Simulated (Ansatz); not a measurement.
Worked example: self-consistent single point of BaZn₂ (P1, 6 atoms in the cell) in Ansatz (a program for electronic structure).

Method of the run: PBEsol, default PAW files made with PBE (plane waves; Ansatz).

```xyz
6
Lattice="4.7520 -3.7872 0.0000 4.7520 3.7872 0.0000 -2.6272 0.0000 4.3414" Properties=species:S:1:pos:R:3 pbc="T T T"
Ba     4.0893    -1.3960     1.0727
Ba     2.8076     1.4005     3.2590
Zn     7.6853    -0.7355     0.3533
Zn    -0.8240     0.7059     3.9758
Zn     0.4783    -0.7037     1.8293
Zn     6.3939     0.7287     2.5339
```

Reference input (self-consistent single point, DFT, PBEsol, plane waves, default PAW files made with PBE): basis.ecutwfc = 420 eV; kpoints.mp_grid.grid = 4 4 5; kpoints.mp_grid.shift = 0.5 0.5 0.5; hamiltonian.xc = pbesol; hamiltonian.pseudopotentials = {kind: paw} (the program's default PAW files); scf.occupations.method = fermi_dirac; scf.occupations.width = 0.1 eV. This run's input differs from it in these lines:

Ansatz 0.2 input:
```diff
@@ -16,3 +16,3 @@
 kpoints:
-  mp_grid: { grid: [4, 4, 5], shift: [0.5, 0.5, 0.5] }
+  mp_grid: { grid: [6, 6, 7], shift: [0.5, 0.5, 0.5] }
 hamiltonian:
```

Output, abridged:

```
SCF iter   1: F=—  HF=-24849.916802 eV  |F-HF|=—  |Δ(HF+E_count)|=         —  Δρ=2.79e-3  dr2=1.51e-2  ethr=1.77e-3  ⟨swp⟩=11.8  Hψ=28256  notcnv=0
all-band conjugate gradients solve this SCF's bands
preconditioner: auto → Kerker (q_TF=auto, 2.375 Å⁻¹)
SCF iter   2: F=—  HF=-24849.915293 eV  |F-HF|=—  |Δ(HF+E_count)|=   1.51e-3  Δρ=1.23e-3  dr2=4.80e-3  ethr=2.22e-5  ⟨swp⟩=2.0  Hψ=8803  notcnv=0
   [... lines left out ...]
SCF iter   6: F=—  HF=-24849.914146 eV  |F-HF|=—  |Δ(HF+E_count)|=   4.16e-5  Δρ=3.39e-5  dr2=1.25e-6  ethr=9.61e-9  ⟨swp⟩=2.0  Hψ=9252  notcnv=0
SCF iter   7: F=—  HF=-24849.914147 eV  |F-HF|=—  |Δ(HF+E_count)|=   6.07e-7  Δρ=3.87e-5  dr2=1.37e-6  ethr=1.84e-9  ⟨swp⟩=2.0  Hψ=8468  notcnv=0
SCF iter   8: F=—  HF=-24849.914146 eV  |F-HF|=—  |Δ(HF+E_count)|=   7.37e-7  Δρ=9.77e-6  dr2=1.13e-7  ethr=1.84e-9  ⟨swp⟩=2.0  Hψ=7690  notcnv=0
SCF iter   9: F=-24849.914146 eV  HF=-24849.914146 eV  |F-HF|=5.34e-9  |Δ(HF+E_count)|=   4.54e-8  Δρ=2.12e-6  dr2=6.94e-9  ethr=1.47e-10  ⟨swp⟩=5.1  Hψ=21154  notcnv=0
SCF 1 converged in 9 iterations: F = -24849.914146 eV  dr2 = 6.94e-9
Free energy (F): -24849.914146 eV
Internal energy: -24849.785451 eV  (E = F + TS)
E sigma→0 (E₀):  -24849.849798 eV
Entropy (-TS):   -0.128694 eV (-21.449 meV/atom)
Fermi energy:    8.758813 eV
--- Forces (eV/Å), atoms counted from 1 ---
  atom   1  Ba     0.02738189    -0.13810537     0.03025897
  atom   2  Ba    -0.07906758     0.12920613     0.01798446
  atom   3  Zn     0.03507144     0.02329487     0.03224823
  atom   4  Zn     0.00535051     0.03390551    -0.01722224
  atom   5  Zn     0.03719792     0.01055539    -0.07064789
  atom   6  Zn    -0.02593578    -0.05885635     0.00737895
--- Stress (GPa, compression-positive) ---
       -1.994782       0.035311      -0.002483
        0.035311      -1.873198      -0.067479
       -0.002483      -0.067479      -2.288202
  P = ⅓ Tr σ = -2.0521 GPa (-20.521 kbar)
  The stress holds the Pulay correction. Without it, at fixed plane waves, as pw.x and ABINIT print it: P = -2.0797 GPa
```

The run converged in 9 iterations. Against the reference run the free energy rises by 1.9 meV/atom, the pressure hardly changes (-2.08 to -2.05 GPa) and the largest force goes from 0.147 to 0.153 eV/Å.

The starting cell comes from a database of computed structures (which also holds hypothetical and non-ambient phases and stackings), without a prior relaxation at this level. Its atoms were displaced at random from the sites of space group no. 15. Ansatz's pressure includes its estimate of the finite-basis (Pulay) stress.

Cost on one core of a shared machine: roughly 60 s.
